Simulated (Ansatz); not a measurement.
The parent structure is VBiO$_{4}$ (space group I4_1/a, No. 88; a = 5.121 Å, c = 11.621 Å).

Computed with plane-wave PAW DFT at the r2SCAN level (Ansatz, a quantum-chemistry and plane-wave program, 500 eV), without spin-orbit coupling.

Now apply this change: the cell is scaled by 1.0516 in all directions, atoms relaxed at fixed cell.

Q: How does this affect the energy relative to the base and largest internal atomic displacement?

A: The energy goes up by 112 meV/atom; the largest internal atomic displacement amounts to 0.070 Å.

The cells carry an imposed strain or load. No phonon test of stability was made. Seeded moments were not kept for the base. All final runs are without spin polarisation.
